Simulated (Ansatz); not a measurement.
# Short convergence ladders for Cs₃Bi (I4mm, 4 atoms in the cell)

```
Cs3Bi
1.0
    0.00000     4.67311     4.67311
    4.67311     0.00000     4.67311
    4.67311     4.67311     0.00000
Cs Bi
3 1
Cartesian
  2.33656   2.33656   2.33656
  7.00967   7.00967   7.00967
  4.67311   4.67311   4.72311
  0.00000   0.00000   0.00000
```

Base method: PBEsol, default PAW files made with PBE (plane waves; Ansatz, an electronic-structure program).

Base settings: basis.ecutwfc = 420 eV; kpoints.mp_grid.grid = 5 5 5; hamiltonian.xc = pbesol; hamiltonian.pseudopotentials = {kind: paw} (the program's default PAW files); scf.occupations.method = gaussian; scf.occupations.width = 0.272 eV.

The count of work is k-points × plane waves × bands × iterations; it is no time. 

**The cutoff for other potential files**

Level: DFT, PBEsol, plane waves, harder PAW files (source: ansatz) made with PBE.

In this ladder: hamiltonian.pseudopotentials = {kind: paw, source: ansatz}.

The second cell is the first with its lattice scaled by 0.98.

The mesh stays at the base's, so the ladder's end is converged at best in this setting alone.

The first pressure column holds Ansatz's estimate of the finite-basis (Pulay) stress, which hides part of the cutoff error; the other is without it.

Only quantities that move along the ladder and can be compared are tabulated.

| basis.ecutwfc | free energy less the last step's (meV/atom) | energy of the compressed cell less the first (meV/atom) | pressure (GPa) | pressure without the Pulay estimate (GPa) | largest difference of a force vector from the last step's (eV/Å) | count of work / last |
|---|---|---|---|---|---|---|
| 235 eV | 7276.72 | -67.12 | -0.20 | -114.46 | 0.015 | 0.11 |
| 285 eV | 1389.11 | -0.74 | -0.57 | -28.98 | 0.003 | 0.14 |
| 365 eV | 67.54 | -2.95 | -0.45 | -2.64 | 0.002 | 0.21 |
| 440 eV | 1.66 | -3.68 | -0.46 | -0.55 | 0.000 | 0.27 |
| 520 eV | 0.11 | -3.68 | -0.46 | -0.46 | 0.000 | 0.36 |
| 625 eV | 0.07 | -3.68 | -0.46 | -0.46 | 0.000 | 0.46 |
| 780 eV | 0.02 | -3.68 | -0.46 | -0.46 | 0.000 | 0.65 |
| 1040 eV | 0.00 | -3.68 | -0.46 | -0.46 | 0.000 | 1.0 |

Coarsest basis.ecutwfc that holds the pressure without the Pulay estimate within 0.5 GPa of the last step, with all finer ones: 440 eV, at 0.27 of the last step's count of work; the step before is off by 2.2 GPa.

Coarsest basis.ecutwfc that holds the free energy within 0.5 meV/atom of the last step, with all finer ones: 520 eV, at 0.36 of the last step's count of work; the step before is off by 1.7 meV/atom.

Coarsest basis.ecutwfc that holds the forces within 0.01 eV/Å of the last step, with all finer ones: 285 eV, at 0.14 of the last step's count of work; the step before is off by 0.015 eV/Å.

The energy difference between the two cells stays within 1 meV/atom of the last step's from 365 eV on, the total only from 520 eV on: much of the error is common to both cells and cancels.

At the lowest cutoff the pressure without the Pulay estimate lies 114 GPa under the last step's, the usual sign of Pulay stress in an incomplete plane-wave basis.

**The relaxed cell against the cutoff**

On Cs3Bi (Fm-3m, 4 atoms in the cell): atoms on their sites.

In this ladder: relax = cell and atoms.

The mesh stays at the base's, so the ladder's end is converged at best in this setting alone.

Only quantities that move along the ladder and can be compared are tabulated.

| basis.ecutwfc | relaxed volume (Å³/atom) | relaxation steps |
|---|---|---|
| 210 eV | 48.889 | 82 |
| 250 eV | 48.833 | 14 |
| 295 eV | 48.711 | 8 |
| 355 eV | 48.495 | 4 |
| 420 eV | 48.265 | 4 |
| 505 eV | 48.272 | 4 |
| 630 eV | 48.267 | 4 |
| 840 eV | 48.267 | 4 |

Coarsest basis.ecutwfc that holds the relaxed volume within 0.048 Å³/atom of the last step, with all finer ones: 420 eV; the step before is off by 0.23 Å³/atom.

At the lowest cutoff the cell relaxes to a volume 1.3 % larger than at the highest. Ansatz relaxes on a stress corrected for the finite basis.

On the base run: the starting cell comes from a database of computed structures (which also holds hypothetical and non-ambient phases and stackings), without a prior relaxation at this level. Its lattice was rescaled by up to half a per cent. One atom was moved a little off its site on purpose.

Keys are those of Ansatz 0.2.
